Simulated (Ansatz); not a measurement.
Cell of GaSb/InP zinc blende (001) superlattice Ga6In6P5Sb7 on GaSb, with like interfaces, with its geometry taken from a PBE run:

```xyz
24
Lattice="4.3996 0.0000 0.0000 0.0000 4.3996 0.0000 0.0000 0.0000 36.3275" Properties=species:S:1:pos:R:3 pbc="T T T"
Ga     0.0000     0.0000     1.6333
Sb     2.1998     0.0000     3.1882
Ga     2.1998     2.1998     4.7367
Sb     0.0000     2.1998     6.2885
Ga     0.0000     0.0000     7.8377
Sb     2.1998     0.0000     9.3876
Ga     2.1998     2.1998    10.9376
Sb     0.0000     2.1998    12.4868
Ga     0.0000     0.0000    14.0385
Sb     2.1998     0.0000    15.5870
Ga     2.1998     2.1998    17.1420
Sb     0.0000     2.1998    18.6717
In     0.0000     0.0000    20.4444
P      2.1998     0.0000    21.8695
In     2.1998     2.1998    23.2973
P      0.0000     2.1998    24.7136
In     0.0000     0.0000    26.1334
P      2.1998     0.0000    27.5514
In     2.1998     2.1998    28.9694
P      0.0000     2.1998    30.3892
In     0.0000     0.0000    31.8055
P      2.1998     0.0000    33.2333
In     2.1998     2.1998    34.6584
Sb     0.0000     2.1998     0.1036
```

Method: HSE06 (plane waves to 420 eV, PAW; Ansatz, a program for electronic structure). Spin–orbit coupling is left out. Its k-point mesh 4×4×1, Fermi–Dirac width 0.01 eV. HSE06 ran on meshes of its own (4×4×1); its edges and gaps are taken over the mesh and over extra points off it, mostly where PBE has its edges.

Q: Give the plane-averaged electrostatic potential energy of an electron along the normal (the smooth PAW potential), about its mean over the cell.

A: 
```
z (Å) | V (eV)
    0.000 | ############### -0.15
    0.448 | ################# 0.02
    0.747 | ###################### 0.50
    1.196 | ########################### 1.05
    1.644 | ########################### 1.09
    2.093 | ############################ 1.11
    2.392 | ######################## 0.77
    2.840 | ################# -0.03
    3.289 | ############## -0.28
    3.588 | ################# 0.05
    4.036 | ######################### 0.81
    4.485 | ############################ 1.11
    4.933 | ############################ 1.11
    5.232 | ########################### 1.08
    5.681 | ##################### 0.46
    6.129 | ############## -0.25
    6.578 | ################ -0.12
    6.877 | ##################### 0.42
    7.325 | ########################### 1.05
    7.774 | ########################### 1.09
    8.073 | ############################ 1.11
    8.521 | ######################### 0.84
    8.970 | ################## 0.08
    9.418 | ############## -0.31
    9.717 | ################ -0.07
   10.166 | ######################## 0.72
   10.614 | ############################ 1.12
   10.913 | ########################### 1.09
   11.362 | ############################ 1.10
   11.810 | ###################### 0.57
   12.259 | ############### -0.19
   12.558 | ############## -0.30
   13.006 | #################### 0.29
   13.455 | ########################## 0.99
   13.754 | ############################ 1.12
   14.202 | ############################ 1.10
   14.651 | ########################## 0.93
   15.099 | ################### 0.22
   15.398 | ############### -0.23
   15.847 | ############### -0.15
   16.295 | ####################### 0.65
   16.594 | ########################### 1.04
   17.043 | ########################### 1.09
   17.491 | ########################### 1.09
   17.940 | ####################### 0.61
   18.239 | ################## 0.16
   18.687 | ############### -0.19
   19.135 | ##################### 0.42
   19.584 | ############################## 1.36
   19.883 | #################### 0.35
   20.331 | #### -1.30
   20.780 | ######## -0.92
   21.079 | ################# 0.04
   21.527 | ######## -0.88
   21.976 |  -1.71
   22.424 | ################# 0.03
   22.723 | ################ -0.07
   23.172 | #### -1.31
   23.620 | ######## -0.94
   23.919 | ################# -0.01
   24.368 | ######## -0.90
   24.816 |  -1.74
   25.265 | ################ -0.04
   25.564 | ################ -0.13
   26.012 | #### -1.33
   26.461 | ######## -0.92
   26.760 | ################# 0.00
   27.208 | ######## -0.91
   27.657 |  -1.74
   28.105 | ################ -0.05
   28.404 | ############### -0.15
   28.853 | #### -1.34
   29.301 | ######## -0.91
   29.600 | ################# 0.02
   30.049 | ######## -0.91
   30.497 |  -1.73
   30.946 | ################ -0.05
   31.245 | ############### -0.17
   31.693 | #### -1.34
   32.142 | ######## -0.87
   32.590 | ################### 0.19
   32.889 | ######### -0.86
   33.338 |  -1.72
   33.786 | ################# -0.01
   34.085 | ################ -0.12
   34.534 | #### -1.34
   34.982 | ########## -0.75
   35.431 | ############################# 1.21
   35.730 | ########################### 1.09
   36.178 | ################# 0.00
```
